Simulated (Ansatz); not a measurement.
The parent structure is InP in the zinc blende structure (space group F-43m, No. 216; a = 5.907 Å). Axes: x, y, z lie along the cube axes.

Method: DFT with r2SCAN, PAW potentials and a 500 eV plane-wave cutoff in Ansatz (a first-principles code), scalar-relativistic without spin-orbit coupling.

Now apply this change: a pure shear with ε_xy = ε_yx = 0.0143, atoms relaxed at fixed cell.

Q: Predict the stress tensor and what it implies for the stiffness.

A: Stress of the strained cell less that of the base (GPa, compression positive):
```
   0.02   -1.31    0.00
  -1.31    0.02    0.00
   0.00    0.00   -0.01
```

Then −Δσ/γ with γ = 2ε = 0.0286 gives secant stiffness values (nonlinear terms included at this strain): C66 ≈ 46 GPa.

Stability against distortions was not tested.
